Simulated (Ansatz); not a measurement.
# F on the 1x1 (100) surface of rock-salt MgO (cut with top plane Mg + O), one in a 2x2 cell, started at the site 'bridge Mg-O (span 2.1 Å)'

Host crystal: rock-salt MgO, with a band gap (PBE, scalar-relativistic without spin-orbit coupling).

All values below come from r2SCAN, at the PBE geometry and the start's symmetry (plane waves to 500 eV, PAW; Ansatz, a quantum-chemistry and plane-wave program).

Model: 33-atom slab, 6.4 Å thick at the start under the adsorbate (thin: gaps and levels are the slab's own), 3x3x1 mesh, Fermi-Dirac 0.01 eV, dipole correction, single point; on the structure that PBE left under its start's symmetry; spin-polarised, ending with about 1.0 μB a cell; orders that need a larger cell were not tried, no spin-orbit, no U, no dispersion correction. The program's check for a lower electronic state was not made. At the end it is bonded to Mg. In PBE it is, or lies within 0.03 eV of, the lowest of the starts that converged; the order may differ at this level.

- adsorption energy against ½ F2(g) at the same level = -1.16 eV
- change of the step from the bottom to the top vacuum level, against the clean slab = 1.55 eV
- height of the binding atom over the mean of the host atoms within 0.3 Å of the top one = 1.754 Å
- magnetic moment of the cell = 1.00 μB
- nearest host atoms of the binding atom = Mg at 1.95 Å, O at 2.18 Å, Mg at 2.97 Å
- cost = roughly 6 core-minutes

A negative adsorption energy means that the adsorbate is more stable on the surface than in its reference.
